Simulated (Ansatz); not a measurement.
Take TaAs (space group I4_1md, No. 109; a = 3.429 Å, c = 11.582 Å) as the base.

Levels (all Ansatz, an electronic-structure program, PAW): PBEsol (420 eV, scalar-relativistic without spin-orbit coupling); r2SCAN (500 eV, scalar-relativistic without spin-orbit coupling).

The geometry is relaxed with PBEsol.

```
Item              Result
---------------  -------
PBEsol pressure  0.0 GPa
```

Q: How does going to r2SCAN change the pressure?

A: The pressure goes from zero to 3.6 GPa.

Single points use the geometry relaxed with PBEsol. Their cutoffs differ, which shifts pressures a little. No phonon test of stability was made. The final runs are not spin-polarised.
